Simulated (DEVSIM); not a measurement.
Device: illuminated CdTe p-on-n cell, one wavelength, at 300 K.

```tsv
layer (left to right)	material	thickness (μm)	Nd (cm⁻³)	Na (cm⁻³)	τn (s)	τp (s)	absorption coefficient (cm⁻¹)
1	CdTe	0.310	-	7.2e17	1.6e-11	3.6e-10	57000
2	CdTe	4.40	3.1e15	-	1.3e-9	1.3e-9	57000
```

Left contact: ohmic, minority electron recombination velocity 100 cm/s. Right contact: ohmic, minority hole recombination velocity 5e6 cm/s. Voltage is applied to the left contact. Recombination: SRH at mid-gap, radiative, Auger. Light enters at the left, 2.2e16 photons cm⁻² s⁻¹, one pass, no reflection. Mobility is constant in doping.

Constants are typed, rounded textbook-type inputs, not results; the design itself was drawn at random and stands for no fabricated device. Values at 300 K.

```csv
parameter,CdTe
gap (eV),1.5
affinity (eV),4.28
permittivity,10.2
Nc (cm⁻³),8e17
Nv (cm⁻³),1.8e19
μn (cm²/Vs),1000
μp (cm²/Vs),80
B (cm³/s),1e-10
Cn (cm⁶/s),1e-30
Cp (cm⁶/s),1e-30
```

DEVSIM, 1D drift-diffusion, Boltzmann statistics, complete ionisation; no tunnelling, impact ionisation, image-force lowering or self-heating.

Task: Tabulate band edges, carrier densities and field at zero bias, in the dark.

Result: Energies count from the Fermi level of the right contact; mesh points crowd at the junctions.

```
x (μm)   Ec (eV)  Ev (eV)  n (cm⁻³)  p (cm⁻³)  field (V/cm)
-------  -------  -------  --------  --------  ------------
0.000      1.417   -0.083     < 1e2    7.2e17           ≈ 0
0.01929    1.417   -0.083     < 1e2    7.2e17           ≈ 0
0.04887    1.417   -0.083     < 1e2    7.2e17           ≈ 0
0.1011     1.417   -0.083     < 1e2    7.2e17           ≈ 0
0.1991     1.417   -0.083     < 1e2    7.2e17           ≈ 0
0.2524     1.417   -0.083     < 1e2    7.2e17           ≈ 0
0.2871     1.417   -0.083     < 1e2    7.1e17          -540
0.3110     1.380   -0.120     < 1e2    1.7e17        -54000
0.3320     1.294   -0.206     < 1e2    6.2e15        -36000
0.3672     1.173   -0.327     < 1e2    5.8e13        -33000
0.4350     0.960   -0.540     < 1e2    1.5e10        -29000
0.6072     0.534   -0.966     8.6e8      1100        -20000
0.8748     0.194   -1.306    4.4e14     < 1e2         -5600
1.322      0.144   -1.356    3.1e15     < 1e2           -16
2.598      0.144   -1.356    3.1e15     < 1e2           ≈ 0
3.520      0.144   -1.356    3.1e15     < 1e2           ≈ 0
4.072      0.144   -1.356    3.1e15     < 1e2           ≈ 0
4.358      0.144   -1.356    3.1e15     < 1e2           ≈ 0
4.566      0.144   -1.356    3.1e15     < 1e2           ≈ 0
4.639      0.144   -1.356    3.1e15     < 1e2           ≈ 0
4.682      0.144   -1.356    3.1e15     < 1e2           ≈ 0
4.710      0.144   -1.356    3.1e15     < 1e2           ≈ 0
```
